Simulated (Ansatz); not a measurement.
## MoSi2, pressure series

Consider MoSi$_{2}$ (space group I4/mmm, No. 139; a = 3.202 Å, c = 7.819 Å).

Cell and atoms are relaxed at each pressure.

Computed with r2SCAN/PAW in Ansatz (a quantum-chemistry and plane-wave program), no spin-orbit coupling.

Notes on the quantities. enthalpy: H = E + PV relative to the base's energy.

```tsv
change	c/a ratio	enthalpy	shortest interatomic distance
base	2.442	–	2.575 Å
pressure −2 GPa	2.440	-0.17 eV/atom	2.580 Å
pressure −1 GPa	2.441	-0.08 eV/atom	2.578 Å
pressure 3 GPa	2.445	+0.25 eV/atom	2.569 Å
pressure 7 GPa	2.448	+0.57 eV/atom	2.561 Å
pressure 15 GPa	2.454	+1.21 eV/atom	2.547 Å
pressure 30 GPa	2.465	+2.36 eV/atom	2.516 Å
pressure 50 GPa	?	+3.82 eV/atom	?
pressure 75 GPa	2.491	+5.54 eV/atom	2.420 Å
pressure 100 GPa	2.502	+7.18 eV/atom	2.379 Å
```

**Question.** Some entries are withheld; estimate them.

**Answer.** 
- pressure 50 GPa, c/a ratio: 2.477
- pressure 50 GPa, shortest interatomic distance: 2.470 Å

A case with no gap was solved on a k-mesh chosen for an insulator, which is coarse for it. Load acts through the strain it causes; cell and atoms are relaxed under it. Whether these cells are dynamically stable was not tested. No other phases were tried under pressure. All final runs are without spin polarisation.
